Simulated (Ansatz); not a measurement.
A self-consistent single point of FeAl (P4mm, 2 atoms in the cell) with Ansatz (a quantum-chemistry and plane-wave program).

Level of theory: LDA (PW92), default PAW files made with PBE (plane waves; Ansatz).

```xyz
2
Lattice="2.9187 0.0000 0.0000 0.0000 2.9187 0.0000 0.0000 0.0000 2.9187" Properties=species:S:1:pos:R:3 pbc="T T T"
Al     1.4594     1.4594     1.5094
Fe     0.0000     0.0000     0.0000
```

Reference input (self-consistent single point, DFT, LDA (PW92), plane waves, default PAW files made with PBE): basis.ecutwfc = 420 eV; kpoints.mp_grid.grid = 11 11 11; hamiltonian.xc = lda; hamiltonian.pseudopotentials = {kind: paw} (the program's default PAW files); scf.occupations.method = fermi_dirac; scf.occupations.width = 0.1 eV. This run's input differs from it in these lines:

Ansatz 0.2 input:
```diff
@@ -13,3 +13,3 @@
   mp_grid:
-    grid: [11, 11, 11]
+    grid: [18, 18, 18]
 hamiltonian:
@@ -20,4 +20,4 @@
   occupations:
-    method: fermi_dirac
-    width: 0.1
+    method: methfessel_paxton
+    width: 0.3
 output:
```

Output, abridged:

```
SCF iter   1: F=—  HF=-4933.480118 eV  |F-HF|=—  |Δ(HF+E_count)|=         —  Δρ=9.98e-3  dr2=9.34e-3  ethr=1.77e-3  ⟨swp⟩=4.0  Hψ=35021  notcnv=0
all-band conjugate gradients solve this SCF's bands
preconditioner: auto → none
SCF iter   2: F=—  HF=-4933.478594 eV  |F-HF|=—  |Δ(HF+E_count)|=   1.52e-3  S|Δr|=    0.00e0  Δρ=3.81e-3  dr2=1.34e-3  ethr=4.92e-5  ⟨swp⟩=1.9  Hψ=14420  notcnv=0
SCF iter   3: F=—  HF=-4933.478341 eV  |F-HF|=—  |Δ(HF+E_count)|=   2.54e-4  S|Δr|=    0.00e0  Δρ=7.50e-4  dr2=1.33e-4  ethr=7.06e-6  ⟨swp⟩=1.9  Hψ=12312  notcnv=0
SCF iter   4: F=—  HF=-4933.478313 eV  |F-HF|=—  |Δ(HF+E_count)|=   2.75e-5  S|Δr|=    0.00e0  Δρ=1.42e-4  dr2=4.39e-6  ethr=7.01e-7  ⟨swp⟩=1.0  Hψ=7715  notcnv=0
SCF iter   5: F=—  HF=-4933.478309 eV  |F-HF|=—  |Δ(HF+E_count)|=   4.24e-6  S|Δr|=    0.00e0  Δρ=6.26e-6  dr2=4.00e-9  ethr=5.26e-10  ⟨swp⟩=3.6  Hψ=30849  notcnv=0
SCF iter   6: F=-4933.478309 eV  HF=-4933.478309 eV  |F-HF|=9.15e-10  |Δ(HF+E_count)|=  6.61e-10  S|Δr|=    0.00e0  Δρ=2.30e-6  dr2=1.21e-9  ethr=2.11e-11  ⟨swp⟩=2.0  Hψ=23349  notcnv=0
SCF 1 converged in 6 iterations: F = -4933.478309 eV  dr2 = 1.21e-9
Stability not checked (fill_not_monotonic)
Free energy (F): -4933.478309 eV
Internal energy: -4933.479737 eV  (E = F + TS)
E sigma→0 (E₀):  -4933.478666 eV
Entropy (-TS):   0.001428 eV (0.714 meV/atom)
Fermi energy:    12.890908 eV
--- Forces (eV/Å), atoms counted from 1 ---
  atom   1  Al     0.00000000     0.00000000    -0.30134830
  atom   2  Fe    -0.00000000     0.00000000     0.30135539
--- Stress (GPa, compression-positive) ---
      -18.253036       0.000000       0.000000
        0.000000     -18.253036       0.000000
        0.000000       0.000000     -18.375953
  P = ⅓ Tr σ = -18.2940 GPa (-182.940 kbar)
  The stress holds the Pulay correction. Without it, at fixed plane waves, as pw.x and ABINIT print it: P = -18.4105 GPa
```

The run converged in 6 iterations. Against the reference run the free energy rises by 24.2 meV/atom, the pressure goes from -17.84 to -18.29 GPa and the largest force hardly changes (0.300 to 0.301 eV/Å).

The starting cell has typed, rounded lattice constants, without a prior relaxation at this level. Its lattice was rescaled by up to half a per cent. One atom was moved a little off its site on purpose. Spin polarisation is off. With a pressure of about -18 GPa the cell is away from its equilibrium volume at this level. Ansatz's pressure includes its estimate of the finite-basis (Pulay) stress.
